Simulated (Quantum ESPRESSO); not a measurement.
**Quick settings and what they miss: Zn3Cu (Cmmm, 4 atoms in the cell)**

Self-consistent single point.

```yaml
crystal:
  lattice:
    - [1.54606, -2.21101, 0.00000]
    - [1.54606, 2.21101, 0.00000]
    - [0.00000, 0.00000, 8.71613]
  atoms:
    - { symbol: Zn, position: [0.50000, 0.50000, 0.76368] }
    - { symbol: Zn, position: [0.50000, 0.50000, 0.23632] }
    - { symbol: Zn, position: [0.00000, 0.00000, 0.50000] }
    - { symbol: Cu, position: [0.00000, 0.00000, 0.00000] }
```

Level of theory: LDA (PZ), PSlibrary PAW (LDA) pseudopotentials (plane waves; Quantum ESPRESSO).

Base settings: ecutwfc = 55 Ry; ecutrho = 330 Ry; occupations = smearing; smearing = marzari-vanderbilt; degauss = 0.0073499 Ry; potentials = {Zn: Zn.pz-dn-kjpaw_psl.1.0.0.UPF, Cu: Cu.pz-dn-kjpaw_psl.1.0.0.UPF}; K_POINTS = automatic 10 10 3 0 0 0; conv_thr = 1e-10 Ry.

Tight run (finer mesh or higher cutoff; not a proven limit): ecutwfc: 55 Ry → 77 Ry; ecutrho: 330 Ry → 462 Ry; conv_thr: 1e-10 Ry → 7.3e-11 Ry; K_POINTS: automatic 10 10 3 0 0 0 → automatic 14 14 5 0 0 0. It gave Fermi level (on the code's own zero) 10.57 eV; pressure -13.94 GPa; largest force (vector length) 0.123 eV/Å.

Quick runs, as changes from the base:
- A: the base itself
- B: ecutwfc: 55 Ry → 40 Ry; ecutrho: 330 Ry → 240 Ry; smearing: marzari-vanderbilt → fermi-dirac; degauss: 0.0073499 Ry → 0.036749 Ry; pseudopotentials: {Zn: Zn.pz-dn-kjpaw_psl.1.0.0.UPF, Cu: Cu.pz-dn-kjpaw_psl.1.0.0.UPF} → {Zn: Zn.pbe-dn-kjpaw_psl.1.0.0.UPF, Cu: Cu.pbe-dn-kjpaw_psl.1.0.0.UPF}; K_POINTS: automatic 10 10 3 0 0 0 → automatic 6 6 6 0 0 0; input_dft: default → pbesol [PBEsol]
- C: ecutwfc: 55 Ry → 28 Ry; ecutrho: 330 Ry → 168 Ry; K_POINTS: automatic 10 10 3 0 0 0 → automatic 4 4 4 0 0 0
- D: ecutwfc: 55 Ry → 44 Ry; ecutrho: 330 Ry → 264 Ry; K_POINTS: automatic 10 10 3 0 0 0 → automatic 2 2 2 0 0 0
- E: ecutwfc: 55 Ry → 33 Ry; ecutrho: 330 Ry → 198 Ry; K_POINTS: automatic 10 10 3 0 0 0 → automatic 3 3 3 0 0 0
- F: ecutwfc: 55 Ry → 33 Ry; ecutrho: 330 Ry → 198 Ry; K_POINTS: automatic 10 10 3 0 0 0 → automatic 1 1 1 1 1 1

Energies are extrapolated to zero smearing width, which holds to low order in the width alone (under cold and Methfessel-Paxton smearing the free energy itself is taken).

Dashes: energy of B, another energy zero; time of C, D, E, F, under 30 s.

† marks runs with another functional, U, potentials or spin treatment: their distance from the tight run is not a convergence error alone.

The count of work is k-points × plane waves × bands × iterations; it is no time. Core times come from one kind of shared machine and are given to one figure; runs under 30 s give none.

The starting cell comes from a database of computed structures (which also holds hypothetical and non-ambient phases and stackings), without a prior relaxation at this level. Its lattice was rescaled by a random factor within 2.5 % of one. Spin polarisation is off. In the base run, with a pressure of about -15 GPa the cell is away from its equilibrium volume at this level.

| run | energy less tight (meV/atom) | pressure less tight (GPa) | largest miss in a force vector (eV/Å) | count of work / tight | core time / tight (rough) |
|---|---|---|---|---|---|
| A | 15.5 | -1.25 | 0.010 | 0.22 | 0.2 |
| B† | – | 5.09 | 0.005 | 0.12 | 0.2 |
| C | 1799.1 | -127.50 | 0.106 | 0.027 | – |
| D | 531.0 | -2.62 | 0.436 | 0.016 | – |
| E | 393.7 | -24.69 | 0.356 | 0.012 | – |
| F | 5892.0 | 25.14 | 0.614 | 0.0021 | – |

Among the runs at the tight run's level, the energy misses run from 15.5 to 5892.0 meV/atom.
